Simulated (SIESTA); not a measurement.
Checking a run of SIESTA on Bi2Te3 (P1, 5 atoms in the cell). The aim is a self-consistent single point with DFT, GGA PBEsol, numerical atomic orbitals DZP, PseudoDojo PBEsol standard norm-conserving potentials (rewritten from UPF to PSML).

Cell that was meant: a = 11.0509 Å, b = 11.0509 Å, c = 11.0509 Å, α = 23.06°, β = 23.06°, γ = 23.06°.

Part of the input:

```

XC.functional                GGA
XC.authors                   PBEsol
PAO.BasisSize                SZ
PAO.EnergyShift              0.01 Ry
MeshCutoff                   300 Ry
%block kgrid.MonkhorstPack
```

The program printed (abridged):

```
reinit: Reading from file input.fdf

reinit: System Name: Bi2Te3
reinit: System Label: siesta

   [... lines left out ...]

outcell: Cell vector modules (Ang)   :   11.050857   11.050857   11.050857
outcell: Cell angles (23,13,12) (deg):     23.0622     23.0622     23.0622
outcell: Cell volume (Ang**3)        :    181.7667
new_DM -- step:     1
Initializing Density Matrix...

Attempting to read DM from file... Failed...
DM filled with atomic data:

InitMesh: MESH = 120 x 120 x 120 = 1728000
InitMesh: Mesh cutoff (required, used) =   300.000   344.232 Ry

stepf: Methfessel-Paxton step function
       Using Hermite-Gauss polynomials of order  0
        iscf     Eharris(eV)        E_KS(eV)     FreeEng(eV)     dDmax    Ef(eV) dHmax(eV)
   scf:    1   -12970.561798   -12971.736355   -12971.736355  0.523107 -2.885946  4.426411
   scf:    2   -12973.961458   -12973.130604   -12973.130604  0.105871 -2.992811  2.440449
   scf:    3   -12973.666379   -12973.463793   -12973.463793  0.054811 -3.023784  1.502352
   scf:    4   -12973.707025   -12973.645627   -12973.645627  0.096667 -3.027168  0.638984
   scf:    5   -12973.308997   -12973.561368   -12973.561368  0.052277 -3.073275  1.096726
   [... 5 lines left out ...]
   scf:   11   -12973.665132   -12973.665126   -12973.665126  0.001669 -3.114663  0.003137
   scf:   12   -12973.665124   -12973.665125   -12973.665125  0.000146 -3.114641  0.003970
   scf:   13   -12973.665126   -12973.665126   -12973.665126  0.000176 -3.114697  0.000565
   scf:   14   -12973.665126   -12973.665126   -12973.665126  0.000019 -3.114698  0.000057
SCF Convergence by DM+H criterion
max |DM_out - DM_in|         :     0.0000192879
max |H_out - H_in|      (eV) :     0.0000570566
SCF cycle converged after 14 iterations

Using DM_out to compute the final energy and forces

siesta: E_KS(eV) =           -12973.6651

siesta: E_KS - E_eggbox =    -12973.6651

siesta: Atomic forces (eV/Ang):
     1    0.522268   -0.276831    0.450290
     2   -0.507117    1.180175   -0.249935
     3    0.535746   -0.970715    0.951470
     4   -0.435266    0.043915   -0.659033
     5   -0.115886    0.023650   -0.492868
   Tot   -0.000254    0.000195   -0.000076
   Max    1.180175
   Res    0.593399    sqrt( Sum f_i^2 / 3N )
   Max    1.180175    constrained

   [... lines left out ...]
siesta: FreeEng =    -12973.665126
siesta: Cell volume =        181.766723 Ang**3
siesta:          14.81969820        -57.25605466  kBar
   [... lines left out ...]
              2.000
   5 16.225   1.894   1.433   1.369   1.531   2.000   1.999   2.000   1.999
              2.000

mulliken: Qtot =       78.000

Mulliken Atomic Populations:
Atom #   charge [q] valence [e]  Species
     1     0.195758   14.804242  Bi
     2     0.200201   14.799799  Bi
     3    -0.098335   16.098335  Te
     4    -0.072881   16.072881  Te
     5    -0.224744   16.224744  Te
 Total    -0.000000
```

### Question
Can these results be used? Check the input.

### Answer
The run is not sound. The fault is a minimal basis. One orbital a valence shell has little freedom to describe bonding. To fix it, use a double-zeta basis with polarisation or better. The run converged in 14 iterations without an error; against the sound input the pressure goes from -0.61 to 1.48 GPa, the largest force goes from 1.008 to 1.461 eV/Å and the gap on the mesh goes from 0.617 to 0.498 eV.

The sound input it was made from differs as follows (other fixes are possible):
```diff
-PAO.BasisSize                SZ
+PAO.BasisSize                DZP
```

With that input, the run converged in 13 iterations: free energy E − TS -12980.2599 eV; top of the valence band (on the code's own zero) -4.00 eV; gap on the k-point mesh 0.62 eV; pressure -0.61 GPa; largest force (vector length) 1.008 eV/Å (DFT, GGA PBEsol, numerical atomic orbitals DZP, PseudoDojo PBEsol standard norm-conserving potentials (rewritten from UPF to PSML)).

On the sound input: the starting cell comes from a database of computed structures (which also holds hypothetical and non-ambient phases and stackings), without a prior relaxation at this level. Its atoms were displaced at random from the sites of space group no. 166. Spin-orbit coupling is off. Values carry the incompleteness of an atom-centred basis. Forces in this geometry exceed 1 eV/Å.
